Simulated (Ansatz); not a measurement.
# Te: response to strain

Base system: Te (space group P3_121, No. 152; a = 4.624 Å, c = 5.903 Å; made of chains). Axes: x lies along a and z along c of the hexagonal cell.

Strains are applied to the cell and any free atomic positions relax; under biaxial strain the out-of-plane vector relaxes too.

All numbers come from r2SCAN (Ansatz, an electronic-structure program, PAW, spin-orbit coupling left out).

Candidates:
(a) biaxial strain +1.64 %, plane normal [001], relaxed out of plane
(b) biaxial strain +3.38 %, plane normal [001], relaxed out of plane
(c) biaxial strain +3.71 %, plane normal [001], relaxed out of plane

Q: Order them by out-of-plane strain, lowest first.

A: (c) biaxial strain +3.71 %, plane normal [001], relaxed out of plane (-1.90 %), (b) biaxial strain +3.38 %, plane normal [001], relaxed out of plane (-1.74 %), (a) biaxial strain +1.64 %, plane normal [001], relaxed out of plane (-0.88 %)

Whether these cells are dynamically stable was not tested. No dispersion term is included, though the crystal is made of layers, chains or molecules, so its spacings can come out too wide.
